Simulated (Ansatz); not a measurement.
An Ansatz (a quantum-chemistry and plane-wave program) run: TiO2 with a change (holes 1.0×10^22 cm⁻³); Kohn–Sham DFT with the PBEsol functional, run in Ansatz with PAW and 420 eV plane waves, no spin-orbit coupling.

Input:

Ansatz 0.2 input:
```yaml
crystal:
  lattice:
    - [-1.8848532238, 1.8848532238, 4.7760717634]
    - [1.8848532238, -1.8848532238, 4.7760717634]
    - [1.8848532238, 1.8848532238, -4.7760717634]
  atoms:
    - { symbol: Ti, position: [0.75, 0.25, 0.5] }
    - { symbol: Ti, position: [0, 0, 0] }
    - { symbol: O, position: [0.9575210194, 0.4575210194, 0.5] }
    - { symbol: O, position: [0.7924789806, 0.7924789806, 0] }
    - { symbol: O, position: [0.5424789806, 0.0424789806, 0.5] }
    - { symbol: O, position: [0.2075210194, 0.2075210194, 0] }
basis: { ecutwfc: 420, ecutrho_ratio: 4, xc_grid: 2, fft_grid_basis: typed }
kpoints: { mp_grid: { grid: [17, 17, 17] } }
hamiltonian:
  xc: pbesol
  dispersion: none
  pseudopotentials: { kind: paw }
total_charge: 0.678713
scf: { occupations: { method: fermi_dirac, width: 0.0259 }, convergence: { dr2_threshold: 0.0000000006 } }
relax: { f_tol: 0.005, max_steps: 30 }
output: { forces: true, stress: true }
checkpoint: { write: state.ck, write_every: 1000 }
```

Output (explanatory and most iteration lines left out):

```
Relaxation: its limit of steps is 30 (relax.max_steps)
Pseudopotential: Ti, paw, valence charge 12
Pseudopotential: O, paw, valence charge 6
Crystal: 6 atoms, lattice volume = 67.871 Å³
Basis set: ecut = 420 eV, 1315 PW (Γ), exchange–correlation on 80×80×80 points (8 copies of the dense FFT grid, shifted against one another)
Bands: 30, of which v1, the nominal top of the filled ones, is band 24 counted from 1 (23 counted from 0)
Symmetry: 16 space group operations
Space group: I41/amd (ITA 141), of the structure as read, at distance tolerance 4.1e-5 Å
k-points: 405 of 4913
Functional: x = pbesol(κ = 0.804, μ = 0.12345679012345678), c = pbesol(β = 0.046)
SCF iter   1: F=—  HF=-7204.808219 eV  |F-HF|=—  |Δ(HF+E_count)|=         —  Δρ=4.92e-2  dr2=1.85e0  ethr=1.77e-3  ⟨swp⟩=5.6  Hψ=50697  notcnv=0
SCF iter   2: F=—  HF=-7205.111939 eV  |F-HF|=—  |Δ(HF+E_count)|=   3.04e-1  Δρ=6.27e-2  dr2=2.71e0  ethr=1.77e-3  ⟨swp⟩=3.0  Hψ=28714  notcnv=0  defer=628
SCF 1 converged in 8 iterations: F = -7204.441974 eV  dr2 = 1.58e-10
relax step   1: F+E_penalty+E_count = -7204.44197424 eV  Δ(F+E_penalty+E_count) = +0.000e0 eV  max|allowed force component| = 3.378e-1 eV/Å  Δτ_max = 0.0000 Å  (8 SCF iters, accepted)
Crystal: 6 atoms, lattice volume = 67.871 Å³
SCF iter   1: F=—  HF=-7204.453148 eV  |F-HF|=—  |Δ(HF+E_count)|=         —  Δρ=1.23e-3  dr2=9.02e-4  ethr=1.82e-6  ⟨swp⟩=2.1  Hψ=36775  notcnv=0  defer=651
SCF iter   2: F=—  HF=-7204.452879 eV  |F-HF|=—  |Δ(HF+E_count)|=   2.69e-4  Δρ=6.06e-4  dr2=1.80e-4  ethr=1.82e-6  ⟨swp⟩=2.0  Hψ=21076  notcnv=0  defer=651
SCF 2 converged in 7 iterations: F = -7204.452799 eV  dr2 = 2.91e-11
relax step   2: F+E_penalty+E_count = -7204.45279850 eV  Δ(F+E_penalty+E_count) = -1.082e-2 eV  max|allowed force component| = 2.094e-1 eV/Å  Δτ_max = 0.0099 Å  (7 SCF iters, accepted)
Crystal: 6 atoms, lattice volume = 67.871 Å³
SCF iter   1: F=—  HF=-7204.460699 eV  |F-HF|=—  |Δ(HF+E_count)|=         —  Δρ=2.00e-3  dr2=2.39e-3  ethr=5.19e-5  ⟨swp⟩=3.1  Hψ=28360  notcnv=0  defer=641
SCF iter   2: F=—  HF=-7204.460007 eV  |F-HF|=—  |Δ(HF+E_count)|=   6.92e-4  Δρ=1.04e-3  dr2=5.56e-4  ethr=5.05e-6  ⟨swp⟩=2.4  Hψ=22316  notcnv=0  defer=641
SCF 3 converged in 7 iterations: F = -7204.459842 eV  dr2 = 6.49e-11
relax step   3: F+E_penalty+E_count = -7204.45984234 eV  Δ(F+E_penalty+E_count) = -7.044e-3 eV  max|allowed force component| = 8.092e-3 eV/Å  Δτ_max = 0.0164 Å  (7 SCF iters, accepted)
Crystal: 6 atoms, lattice volume = 67.871 Å³
SCF iter   1: F=—  HF=-7204.459877 eV  |F-HF|=—  |Δ(HF+E_count)|=         —  Δρ=8.65e-5  dr2=4.45e-6  ethr=9.46e-8  ⟨swp⟩=2.2  Hψ=24914  notcnv=0  defer=641
SCF iter   2: F=—  HF=-7204.459854 eV  |F-HF|=—  |Δ(HF+E_count)|=   2.30e-5  Δρ=4.74e-5  dr2=1.17e-6  ethr=9.40e-9  ⟨swp⟩=2.5  Hψ=22772  notcnv=0  defer=641
SCF 4 converged in 5 iterations: F = -7204.459853 eV  dr2 = 2.44e-10
relax step   4: F+E_penalty+E_count = -7204.45985331 eV  Δ(F+E_penalty+E_count) = -1.096e-5 eV  max|allowed force component| = 3.403e-4 eV/Å  Δτ_max = 0.0007 Å  (5 SCF iters, accepted)
SCF converged after 5 iterations
Free energy (F): -7204.459853 eV
Internal energy: -7204.450701 eV  (E = F + TS)
E sigma→0 (E₀):  -7204.455277 eV
Entropy (-TS):   -0.009152 eV (-1.525 meV/atom)
Fermi energy:    6.737737 eV
--- Forces (eV/Å), atoms counted from 1 ---
  atom   1  Ti     0.00000000     0.00000000     0.00000000
  atom   2  Ti     0.00000000    -0.00000000     0.00000000
  atom   3  O      0.00000000    -0.00000000    -0.00034033
  atom   4  O      0.00000000     0.00000000     0.00034033
  atom   5  O     -0.00000000    -0.00000000     0.00034033
  atom   6  O     -0.00000000    -0.00000000    -0.00034033
--- Stress (GPa, compression-positive) ---
        5.903793       0.000000       0.000000
        0.000000       5.903793       0.000000
        0.000000      -0.000000       6.069067
  P = ⅓ Tr σ = 5.9589 GPa (59.589 kbar)
--- Relaxed structure (4 steps of the walk, 4 accepted, 0 SCFs on fresh bases) ---
  atoms:
    - { symbol: Ti, position: [0.75, 0.25, 0.5] }
    - { symbol: Ti, position: [-1.210704502160361e-19, -1.2107045021603613e-19, 4.922700943145231e-36] }
    - { symbol: O, position: [0.9603439657817171, 0.46034396578171705, 0.49999999999999994] }
    - { symbol: O, position: [0.7896560342182827, 0.7896560342182827, -6.891781320403324e-35] }
    - { symbol: O, position: [0.5396560342182828, 0.03965603421828285, 0.5] }
    - { symbol: O, position: [0.2103439657817171, 0.2103439657817171, 5.441580231747025e-35] }
```

Carriers are added with a uniform compensating background; total energy and stress of such cells depend on the potential's zero and are not compared; many-body gap narrowing is missing at this level. No phonon test of stability was made. The final runs are not spin-polarised. The cell was made from TiO₂ in the anatase structure (space group I4_1/amd, No. 141) by this change: holes 1.0×10^22 cm⁻³.
